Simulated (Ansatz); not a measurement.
Start from NiO in the rock salt structure (space group Fm-3m, No. 225; a = 4.2173 Å; ferromagnetic).

Computed with Ansatz (a program for electronic structure) PBE, scalar-relativistic without spin-orbit coupling, earlier PAW set.

Before the change:

```
Property               Value
-------------------  -------
Band gap                zero
Volume per atom      9.38 Å³
Largest site moment  1.46 μB
```

One thing is altered: full substitution Ni → Mn, then cell and atoms are relaxed.

Tabulated Pauling electronegativity and covalent radius: Ni 1.91, 1.24 Å; Mn 1.55, 1.39 Å.

Problem. Estimate the effect on the band gap, volume per atom and largest site moment.

Solution. The band gap stays zero; the volume per atom goes up by 1.58 Å³ (9.38 Å³ → 10.96 Å³); the largest site moment grows by 2.58 μB, from 1.46 μB to 4.04 μB.

Whether these cells are dynamically stable was not tested. No Hubbard U is applied and the magnetic state is the run's own (MnO ferromagnetic; NiO ferromagnetic); other magnetic orders, which need larger cells, were not tried and can change the gap. In its common phase, real MnO is an antiferromagnetic insulator at low temperature. In its common phase, real NiO is an antiferromagnetic insulator at low temperature.
